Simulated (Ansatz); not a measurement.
A calculation on Ge₃N₄ (P6₃/m, No. 176; cell taken from a computed entry) returned lattice constant a 7.992 Å, lattice parameter c 3.060 Å, equilibrium volume per atom 12.09 Å³/atom.

Question: Which level of theory produced these numbers?
A) PBE (Ansatz (an electronic-structure program))
B) PBEsol (Ansatz)
C) LDA (Ansatz)
D) PBE-D4 (Ansatz)

Answer: C, LDA (Ansatz)

The others give: PBE-D4 8.072 Å, 3.095 Å, 12.47 Å³/atom; PBE 8.130 Å, 3.114 Å, 12.73 Å³/atom; PBEsol 8.057 Å, 3.085 Å, 12.39 Å³/atom.

Unless a cell is named, each level is at its own relaxed cell (LDA 12.09, PBE 12.73, PBE-D4 12.47, PBEsol 12.39 Å³/atom).

Caveats: the relaxation could not lower the start's symmetry, so the cell can be a saddle point above a distorted one (PBE-D4, PBE, PBEsol, LDA). Ansatz's density-functional and Hartree–Fock values are scalar-relativistic unless marked +SOC, with PAW data made under PBE.
